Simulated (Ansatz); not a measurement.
The parent structure is PtSe₂ in the CdI2 type structure (space group P-3m1, No. 164; layered; relaxed with 0.1 eV smearing).

```yaml
crystal:
  lattice:
    - [3.77223, 0.00000, 0.00000]
    - [-1.88611, 3.26684, 0.00000]
    - [0.00000, 0.00000, 4.82115]
  atoms:
    - { symbol: Pt, position: [0.00000, 0.00000, 0.00000] }
    - { symbol: Se, position: [0.33333, 0.66667, 0.26550] }
    - { symbol: Se, position: [0.66667, 0.33333, 0.73450] }
```

Cartesian axes are those of the cell as printed.

Computed with PBE-D3(BJ) (Ansatz, a first-principles code; PAW; 420 eV plane waves; without spin-orbit coupling).

One thing is altered: an isotropic linear strain of −1.50 %; the atoms relax in the strained cell.

Task: Predict the stress tensor and what it implies for the stiffness.

Result: Stress of the strained cell less that of the base (GPa, compression positive):
```
    4.9     0.0     0.0
    0.0     4.9     0.0
    0.0     0.0     2.7
```

Then B = −ΔP/(ΔV/V₀) with ΔV/V₀ = -0.0443 gives secant stiffness values (nonlinear terms included at this strain): B (at held cell shape, above the free-shape value) ≈ 94 GPa.

As a check, the harmonic strain energy −½ V₀ Δσ:ε is 12 meV/atom; the computed energy rise is 11 meV/atom.

Stability against distortions was not tested. The final runs are not spin-polarised.
